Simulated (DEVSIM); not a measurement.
System: illuminated Si n-on-p cell, one wavelength, at 350 K.

```tsv
layer (left to right)	material	thickness (μm)	Nd (cm⁻³)	Na (cm⁻³)	τn (s)	τp (s)	absorption coefficient (cm⁻¹)
1	Si	0.100	5.8e17	-	2.3e-7	8.1e-7	51000
2	Si	120	-	2.4e15	3e-6	3e-6	51000
```

Left contact: ohmic, minority hole recombination velocity 200 cm/s. Right contact: ohmic, minority electron recombination velocity 5e5 cm/s. Voltage is applied to the left contact. Recombination: SRH at mid-gap, radiative, Auger. Light enters at the left, 9.2e16 photons cm⁻² s⁻¹, one pass, no reflection. Mobility is constant in doping.

This is a model device: material constants are rounded textbook-type values typed into the input, and sizes, dopings and lifetimes were drawn at random. Values at 300 K; Nc and Nv go as T^1.5, mobilities as T to minus their exponent, the gap by Varshni's rule with the affinity fixed.

```
parameter               Si
----------------  --------
gap (eV)             1.124
affinity (eV)         4.05
permittivity          11.7
Nc (cm⁻³)          2.86e19
Nv (cm⁻³)           3.1e19
μn (cm²/Vs)           1417
μp (cm²/Vs)            470
T exponent of μn       2.3
T exponent of μp       2.2
B (cm³/s)          4.7e-15
Cn (cm⁶/s)         2.8e-31
Cp (cm⁶/s)         9.9e-32
Varshni α (eV/K)  0.000473
Varshni β (K)          636
```

Model (solved in DEVSIM): 1D drift-diffusion, Boltzmann statistics, complete ionisation; no tunnelling, impact ionisation, image-force lowering or self-heating.

The recombination velocity at the left contact was swept, all else fixed.

```
recombination velocity at the left contact (cm/s)  share of generated pairs collected at short circuit  open-circuit voltage (V)  fill factor  largest power (mW/cm²)
-------------------------------------------------  ---------------------------------------------------  ------------------------  -----------  ----------------------
10                                                                                               0.997                     0.390         0.74                    4.24
100                                                                                              0.997                     0.390         0.74                    4.24
200                                                                                              0.997                     0.390         0.74                    4.24
1000                                                                                             0.997                     0.390         0.74                    4.24
10000                                                                                            0.995                     0.389         0.74                    4.22
1e5                                                                                              0.979                     0.386         0.74                    4.11
1e6                                                                                              0.894                     0.373         0.73                    3.58
1e7                                                                                              0.806                     0.362         0.72                    3.10
```

From the first row to the last the share of generated pairs collected at short circuit goes from 0.997 to 0.806. From the first row to the last the open-circuit voltage goes from 0.390 to 0.362.
